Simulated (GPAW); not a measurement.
## GPAW run on Zr₂Au (I4/mmm, 3 atoms in the cell): self-consistent single point

Computed with PBEsol, GPAW PAW datasets PBEsol (made by gpaw-setup) (plane waves; GPAW 25.7.0).

This input was run:

```python
from ase import Atoms
from ase.units import GPa
from gpaw import GPAW

atoms = Atoms(['Zr', 'Zr', 'Au'],
              cell=[[-1.650180, 1.650180, 5.825475],
                    [1.650180, -1.650180, 5.825475],
                    [1.650180, 1.650180, -5.825475]],
              positions=[[0.000000, -0.000000, 7.686132],
                         [0.000000, -0.000000, 3.964818],
                         [0.000000, 0.000000, 0.000000]],
              pbc=True)

calc = GPAW(mode={'name': 'pw', 'ecut': 550},
            xc='PBEsol',
            kpts={'size': (10, 10, 10), 'gamma': True},
            occupations={'name': 'fermi-dirac', 'width': 0.05},
            nbands=-9,
            convergence={'density': 1e-05, 'energy': 1e-05},
            symmetry={'symmorphic': False, 'tolerance': 0.0005},
            maxiter=100)

atoms.calc = calc

energy = atoms.get_potential_energy()
print('Energy (eV):', round(energy, 6))
forces = atoms.get_forces()
print('Forces (eV/Ang):')
print(forces.round(5))
stress = atoms.get_stress()
print('Stress (GPa, Voigt):', (stress / GPa).round(4))
```

The program printed (abridged):

```
Input parameters:
  convergence: {density: 1e-05,
                energy: 1e-05}
  kpts: {gamma: True,
         size: (10, 10, 10)}
  maxiter: 100
  mode: {ecut: 550,
         name: pw}
  nbands: -9
  occupations: {name: fermi-dirac,
                width: 0.05}
  symmetry: {symmorphic: False,
             tolerance: 0.0005}
  xc: PBEsol

species:
  Zr:
    name: Zirconium
    Z: 40.0
    valence: 12
    core: 28
    charge: 0.0
    file: Zr.PBEsol.gz

    # Using partial waves for Zr as LCAO basis

  Au:
    name: Gold
    Z: 79.0
    valence: 11
    core: 68
    charge: 0.0
    file: Au.PBEsol.gz

    # Using partial waves for Au as LCAO basis

Reference energy: -712131.357484  # eV

Spin-paired calculation

Convergence criteria:
 Maximum [total energy] change in last 3 cyles: 1e-05 eV / valence electron
 Maximum integral of absolute [dens]ity change: 1e-05 electrons / valence electron
 Maximum integral of absolute [eigenst]ate change: 4e-08 eV^2 / valence electron
 Maximum number of scf [iter]ations: 100

Symmetries present (total): 16
Symmetries with fractional translations: 0
1000 k-points: 10 x 10 x 10 Monkhorst-Pack grid + [1/20,1/20,1/20]
102 k-points in the irreducible part of the Brillouin zone
       k-points in crystal coordinates                weights
   0:     0.00000000    0.00000000    0.00000000          1/1000
   1:     0.10000000   -0.10000000    0.00000000          4/1000
   2:     0.10000000   -0.10000000    0.10000000          4/1000
   [... 7 lines left out ...]
          ...
 101:     0.50000000    0.50000000    0.50000000          1/1000

Wave functions: Plane wave expansion
  Cutoff energy: 550.000 eV
  Number of coefficients (min, max): 1827, 1882
  Pulay-stress correction: 0.000000 eV/Ang^3 (de/decut=0.000000)

Occupation numbers: Fermi-Dirac:
  width: 0.0500  # eV

Eigensolver

Densities:
  Coarse grid: 35*35*35 grid
  Fine grid: 70*70*70 grid
  Total Charge: 0.000000

Density mixing:
  Method: separate
  Backend: pulay
  Linear mixing parameter: 0.05
  old densities: 5
  Damping of long wavelength oscillations: 50

Hamiltonian:
  XC and Coulomb potentials evaluated on a 70*70*70 grid
  External potential:
    NoExternalPotential

XC parameters: PBEsol with 2 nearest neighbor stencil

Number of atoms: 3
Number of atomic orbitals: 35
Number of bands in calculation: 26
Number of valence electrons: 35
Bands to converge: occupied

Density initialized from atomic densities
  26 bands from LCAO basis set

Atomic positions and initial magnetic moments

Positions:
   0 Zr     0.000000   -0.000000    7.686132    ( 0.0000,  0.0000,  0.0000)
   1 Zr     0.000000   -0.000000    3.964818    ( 0.0000,  0.0000,  0.0000)
   2 Au     0.000000    0.000000    0.000000    ( 0.0000,  0.0000,  0.0000)

Unit cell:
           periodic     x           y           z      points  spacing
  1. axis:    yes   -1.650180    1.650180    5.825475    35     0.0907
  2. axis:    yes    1.650180   -1.650180    5.825475    35     0.0907
  3. axis:    yes    1.650180    1.650180   -5.825475    35     0.0667

  Lengths:   6.275536   6.275536   6.275536
  Angles:  149.509118 149.509118  43.662445

Effective grid spacing dv^(1/3) = 0.1140

     iter     time        total  log10-change:
                         energy   eigst   dens
iter:   1 --:--:--   -23.814069
iter:   2 --:--:--   -22.550208   -0.53  -1.22
iter:   3 --:--:--   -21.511891   -0.96  -1.29
iter:   4 --:--:--   -21.286531   -1.04  -1.42
iter:   5 --:--:--   -21.141865   -1.20  -1.60
iter:   6 --:--:--   -21.110965   -2.45  -2.01
iter:   7 --:--:--   -21.128707   -3.30  -2.08
iter:   8 --:--:--   -21.062260   -2.33  -2.01
iter:   9 --:--:--   -21.060875   -3.43  -2.53
iter:  10 --:--:--   -21.067495   -2.46  -2.62
iter:  11 --:--:--   -21.057148   -3.34  -2.46
iter:  12 --:--:--   -21.056867   -4.10  -2.99
iter:  13 --:--:--   -21.056908c  -5.01  -3.23
iter:  14 --:--:--   -21.057121c  -4.73  -3.25
iter:  15 --:--:--   -21.056911c  -4.72  -3.46
iter:  16 --:--:--   -21.056930c  -6.06  -3.44
iter:  17 --:--:--   -21.056868c  -4.25  -3.48
iter:  18 --:--:--   -21.056701c  -4.81  -3.32
iter:  19 --:--:--   -21.056698c  -6.08  -4.19
iter:  20 --:--:--   -21.056690c  -6.19  -4.22
iter:  21 --:--:--   -21.056691c  -6.66  -4.19
iter:  22 --:--:--   -21.056691c  -7.02  -4.38
iter:  23 --:--:--   -21.056691c  -7.50c -4.46
iter:  24 --:--:--   -21.056693c  -7.15  -4.60
iter:  25 --:--:--   -21.056694c  -7.52c -4.84
iter:  26 --:--:--   -21.056694c  -8.67c -4.94
iter:  27 --:--:--   -21.056693c  -8.09c -5.03c

Converged after 27 iterations.

Dipole moment: (0.000000, -0.000000, 0.000000) |e|*Ang

Energy contributions relative to reference atoms: (reference = -712131.357484)

Kinetic:        -15.819602
Potential:      +10.068194
External:        +0.000000
XC:             -16.193122
Entropy (-ST):   -0.013755
Local:           +0.894714
SIC:             +0.000000
--------------------------
Free energy:    -21.063571
Extrapolated:   -21.056693

Showing only first 2 kpts
 Kpt  Band  Eigenvalues  Occupancy
  0    15      7.79694    2.00000
  0    16      8.97222    2.00000
  0    17     10.23500    0.00002
  0    18     11.29222    0.00000

  1    15      8.06015    2.00000
  1    16      8.70423    2.00000
  1    17     10.28982    0.00001
  1    18     10.69654    0.00000

Fermi level: 9.66455

No gap
No difference between direct/indirect transitions
Energy (eV): -21.056693

Forces in eV/Ang:
  0 Zr   -0.00000    0.00000    0.01010
  1 Zr   -0.00000   -0.00000   -0.01010
  2 Au    0.00000    0.00000    0.00000

Stress tensor:
     0.025299     0.000000     0.000000
     0.000000     0.025299     0.000000
     0.000000     0.000000     0.025452
Stress (GPa, Voigt): [4.0533 4.0533 4.0778 0.     0.     0.    ]
```

The run converged in 27 iterations. GPAW prints stress with tension positive.

The starting cell comes from a database of computed structures (which also holds hypothetical and non-ambient phases and stackings), without a prior relaxation at this level. Spin-orbit coupling is off. With a pressure of about -4 GPa the cell is away from its equilibrium volume at this level.

Cost on one core of a shared machine: roughly 3 min.
